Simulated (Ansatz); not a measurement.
The reference is SiS₂ in the 2H-MoS2 type structure (space group P6_3/mmc, No. 194; a = 3.2245 Å, c = 12.1532 Å; a hypothetical phase, not in the database extracts checked; layered, stacked along the Cartesian z axis).

It is then changed as follows: a free-standing slab of 3 layers (9 atoms, 3 a layer) is cut normal to the stacking axis, with 15 Å of vacuum and the in-plane cell relaxed.

Levels (all Ansatz, an electronic-structure program, PAW, earlier PAW set): r2SCAN+rVV10 (500 eV, spin-orbit coupling left out); HSE06 (420 eV, no spin-orbit coupling).

The geometry is relaxed with r2SCAN+rVV10.

| Item | Result |
|---|---|
| r2SCAN+rVV10 lowest conduction level above the VBM at special points | M 0.16 eV; K 1.65 eV; Γ 2.25 eV |

### Question
What does HSE06 give at this geometry for the lowest conduction level above the VBM at special points?

### Answer
The lowest conduction level above the VBM at special points goes from M 0.16 eV; K 1.65 eV; Γ 2.25 eV to M 0.61 eV; K 2.18 eV; Γ 2.64 eV.

Single points use the geometry relaxed with r2SCAN+rVV10. HSE06 gaps are upper bounds (no full band path). The levels and masses belong to the bands next to the band gap. Stability against distortions was not tested. All final runs are without spin polarisation. k-point labels follow each cell's own Brillouin zone.
